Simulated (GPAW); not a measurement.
Pressure against volume in wurtzite SiC (space group 186) (GPAW, LDA)

```xyz
4
Lattice="2.9602 0.0000 0.0000 -1.4801 2.5636 0.0000 0.0000 0.0000 4.8536" Properties=species:S:1:pos:R:3 pbc="T T T"
Si     0.0000     1.7091     0.0000
Si     1.4801     0.8545     2.4268
C      0.0000     1.7091     1.8201
C      1.4801     0.8545     4.2469
```

Method: LDA (Perdew-Wang 92), GPAW PAW datasets LDA (gpaw-data 1.0.1) (plane waves; GPAW). Settings: mode = pw; ecut = 1040 eV; xc = LDA; kpts = 12 12 7; mesh shift (steps) = 0 0 0; occupations.name = fermi-dirac; occupations.width = 0.01 eV; nbands = -8; convergence.bands = -6; symmetry.symmorphic = false; symmetry.tolerance = 0.0005; maxiter = 100. The cell above is the first row's. The rows scale it uniformly. In all rows fractional positions and the k mesh are held.

```csv
V (Å^3/atom),P (GPa)
9.208,28.94
9.408,21.94
9.609,15.60
9.809,9.85
10.009,4.61
10.209,-0.14
10.409,-4.45
10.610,-8.37
10.810,?
```

Fit P of the 8 rows that show it with a cubic. With u = V - 9.9, the rows have u = -0.6920, -0.4920, -0.2910, -0.0910, 0.1090, 0.3090, 0.5090, 0.7100. Least squares gives P = 7.394 - 26.2422·u + 6.3720·u² - 0.9785·u³. Residuals (row less fit): 0.011, -0.024, 0.006, 0.014, 0.002, -0.005, -0.009, 0.006; standard error 0.016 (degrees of freedom: 4). The fitted pressure is zero at V0 = 10.20, where dP/dV = -22.65, so B0 = -V0·dP/dV = 231 GPa.

Problem. Estimate the missing P (V = 10.810); what did the run itself give?

Solution. u = 0.9100, so P = 7.394 - 26.2422 × 0.9100 + 6.3720 × 0.9100² - 0.9785 × 0.9100³ = -11.947 GPa. The calculation gives -11.92 GPa, 0.027 GPa above the prediction (0.1 % of the range of P in the table). The row lies outside the fitted rows, so this is an extrapolation. From the scatter of the fitted rows alone, a prediction at this place has a standard error of 0.044 GPa, so the miss is 0.6 times that.

Carrying the step between the two nearest rows on in a straight line would have given -12.27, off by 0.35; series whose last step already gives the withheld value aren't shown. The scan was laid around a cell of about the measured size, scaled by a guess for this functional; axis ratios and inner coordinates come from that cell. This is the 2H polytype. The runs keep the symmetry of the cell, so they don't test it for distortions. The shape of the cell and the inner coordinates aren't relaxed, so V0 and B0 belong to this uniform scaling; a relaxed crystal lies no higher in energy and is usually softer (forces reach 0.09 eV/Å in these rows). Cutoffs and mesh are single choices, not tested for convergence of this quantity. Series with a scatter that would blur these digits, or in which a gap closes, are not shown.
